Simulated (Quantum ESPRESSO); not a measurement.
CaMoO4 (88): the gap on the mesh against the Hubbard U in Quantum ESPRESSO

```yaml
crystal:
  lattice:
    - [-2.61180, 2.61180, 5.71425]
    - [2.61180, -2.61180, 5.71425]
    - [2.61180, 2.61180, -5.71425]
  atoms:
    - { symbol: Ca, position: [0.75000, 0.25000, 0.50000] }
    - { symbol: Ca, position: [0.00000, 0.00000, 0.00000] }
    - { symbol: Mo, position: [0.25000, 0.75000, 0.50000] }
    - { symbol: Mo, position: [0.50000, 0.50000, 0.00000] }
    - { symbol: O, position: [0.57776, 0.98246, 0.89142] }
    - { symbol: O, position: [0.73246, 0.34104, 0.90470] }
    - { symbol: O, position: [0.09104, 0.68634, 0.10858] }
    - { symbol: O, position: [0.43634, 0.82776, 0.09530] }
    - { symbol: O, position: [0.17224, 0.26754, 0.60858] }
    - { symbol: O, position: [0.01754, 0.90896, 0.59530] }
    - { symbol: O, position: [0.65896, 0.56366, 0.39142] }
    - { symbol: O, position: [0.31366, 0.42224, 0.40470] }
```

Computed with LDA (PZ)+U, GBRV 1.5 ultrasoft (LDA) pseudopotentials (plane waves; Quantum ESPRESSO). Base settings: ecutwfc = 40 Ry; ecutrho = 320 Ry; occupations = smearing; smearing = marzari-vanderbilt; degauss = 0.0036749 Ry; potentials = {Ca: ca_lda_v1.uspp.F.UPF, Mo: mo_lda_v1.uspp.F.UPF, O: o_lda_v1.2.uspp.F.UPF}; K_POINTS = automatic 5 5 5 0 0 0; conv_thr = 1e-09 Ry. In the first row HUBBARD = ortho-atomic; U Mo-4d 1 eV. Only the value of U changes; cell and atoms are held.

Here U stands for U and Eg for gap on the mesh.

```
U (eV)  gap on the mesh (eV)
------  --------------------
1.0                    3.438
2.0                    3.462
3.0                    3.489
4.0                    3.519
5.0                    3.552
6.0                    3.590
7.0                        ?
```

Fit Eg of the 6 rows that show it with a straight line. With u = U - 3.5, the rows have u = -2.5000, -1.5000, -0.5000, 0.5000, 1.5000, 2.5000. Means: u 0, Eg 3.5083. About the means, the sum of products is 0.53000 and the sum of squares of u is 17.500; the slope is their ratio. Least squares gives Eg = 3.5083 + 0.03029·u. Residuals (row less fit): 0.0054, -0.0009, -0.0042, -0.0044, -0.0017, 0.0060; standard error 0.0051 (degrees of freedom: 4).

Task: Estimate the missing Eg (U = 7.0); what did the run itself give?

Result: u = 3.5000, so Eg = 3.5083 + 0.03029 × 3.5000 = 3.614 eV. The calculation gives 3.633 eV, 0.019 eV above the prediction (9.7 % of the range of Eg in the table). The row lies outside the fitted rows, so this is an extrapolation. From the scatter of the fitted rows alone, a prediction at this place has a standard error of 0.0070 eV, so the miss is 2.7 times that.

The starting cell comes from a database of published structures (which also holds non-ambient and calculated ones), without a prior relaxation at this level. Spin polarisation is off. U is a test value here, on a crystal without moments. Gaps are read on the mesh, which need not hold the band edges. Only smooth series, which this form fits to 3 % of their range, are shown in such tables.
